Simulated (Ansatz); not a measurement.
Consider WSe$_{2}$ (space group P6_3/mmc, No. 194; a = 3.2305 Å, c = 12.4111 Å; layered, stacked along the Cartesian z axis). Axes: x lies along a and z along c of the hexagonal cell.

All numbers come from Ansatz (a first-principles code) PBEsol-D3(BJ), spin-orbit coupling left out.

Now apply this change: the cell is stretched by 2.40 % along z with no lateral relaxation, atoms relaxed at fixed cell.

Task: Predict the stress tensor and what it implies for the stiffness.

Result: Stress of the strained cell less that of the base (GPa, compression positive):
```
  -0.41    0.00    0.00
   0.00   -0.41    0.00
   0.00    0.00   -2.07
```

Then −Δσ_ii/ε with ε = 0.0240 gives secant stiffness values (nonlinear terms included at this strain): C33 ≈ 86 GPa, C13 ≈ 17 GPa and C23 ≈ 17 GPa.

Stability against distortions was not tested.
